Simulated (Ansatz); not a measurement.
Band structure of Cu₂O (Pn-3m, 6 atoms in the cell).

```yaml
crystal:
  lattice:
    - [4.30021, 0.00000, 0.00000]
    - [0.00000, 4.30021, 0.00000]
    - [0.00000, 0.00000, 4.30021]
  atoms:
    - { symbol: Cu, position: [0.25000, 0.25000, 0.75000] }
    - { symbol: Cu, position: [0.25000, 0.75000, 0.25000] }
    - { symbol: Cu, position: [0.75000, 0.75000, 0.75000] }
    - { symbol: Cu, position: [0.75000, 0.25000, 0.25000] }
    - { symbol: O, position: [0.50000, 0.50000, 0.50000] }
    - { symbol: O, position: [0.00000, 0.00000, 0.00000] }
```

Computed with PBE, PAW files (plane waves; Ansatz, a quantum-chemistry and plane-wave program).

Settings: kpoints.mp_grid.grid = 4 4 4; hamiltonian.xc = pbe; hamiltonian.pseudopotentials = {kind: paw} (an earlier, softer set of the program's PAW files); scf.occupations.method = fixed; kpoints.band_path.npoints = 16.

The starting cell comes from a database of computed structures (which also holds hypothetical and non-ambient phases and stackings), without a prior relaxation at this level. Its lattice was rescaled by a random factor within 2.5 % of one.

Task: Predict the gap along the standard path and the places of the band edges.

Result: The gap along the path is 0.47 eV, direct at Γ to within 0.01 eV.

Levels in eV from the top of the valence band on the path, bands 41 to 48:
```json
[
 {"point": "Γ", "41": "-1.49", "42": "0.00", "43": "0.00", "44": "0.00", "45": "0.47", "46": "1.30", "47": "1.30", "48": "7.73"},
 {"point": "X", "41": "-1.15", "42": "-1.15", "43": "-0.38", "44": "-0.38", "45": "2.18", "46": "2.18", "47": "4.22", "48": "4.22"},
 {"point": "M", "41": "-1.16", "42": "-1.16", "43": "-0.63", "44": "-0.63", "45": "1.89", "46": "1.89", "47": "3.78", "48": "3.78"},
 {"point": "R", "41": "-0.96", "42": "-0.55", "43": "-0.55", "44": "-0.55", "45": "2.46", "46": "2.46", "47": "2.46", "48": "4.77"}
]
```

Keys are those of Ansatz 0.2.
